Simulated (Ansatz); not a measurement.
An Ansatz (an electronic-structure program) input (DFT with HSE06, PAW potentials and a 420 eV plane-wave cutoff in Ansatz, no SOC):

Ansatz 0.2 input:
```yaml
crystal:
  lattice:
    - [3.8530213363, 0, 0]
    - [0, 3.8530213363, 0]
    - [0, 0, 4.8866469342]
  atoms:
    - { symbol: Sn, position: [0.5, 0, 0.2371362658] }
    - { symbol: Sn, position: [0, 0.5, 0.7628637342] }
    - { symbol: O, position: [0, 0, 0] }
    - { symbol: O, position: [0.5, 0.5, 0] }
basis: { ecutwfc: 420, ecutrho_ratio: 4, xc_grid: 2, fft_grid_basis: typed }
kpoints: { mp_grid: { grid: [6, 6, 4] } }
hamiltonian:
  xc: hse06
  dispersion: none
  pseudopotentials: { kind: paw }
scf: { occupations: { method: fermi_dirac, width: 0.01 } }
output: { eigenvalues: true, eigenstates: { kpoints: [[0.066667, 0.066667, 0], [-0.5, -0.5, 0], [0, 0, 0], [0.5, 0.5, 0], [0, 0, 0.5]] } }
```

Q: Which symmetry and how many k-points will the program report, and about how many plane waves at Γ?

A: Space group P4/nmm (ITA 129) with 16 operations, k-points 30 of 144, and 1417 plane waves at Γ.

Single points use the geometry relaxed with PBE-D3(BJ). The hybrid gap comes from the SCF mesh plus the semilocal run's edge points and a few special points and is an upper bound. Load acts through the strain it causes; cell and atoms are relaxed under it. No phonon test of stability was made. The cell was made from SnO in the litharge type structure (space group P4/nmm, No. 129; layered, stacked along the Cartesian z axis) by this change: pressure −1 GPa.
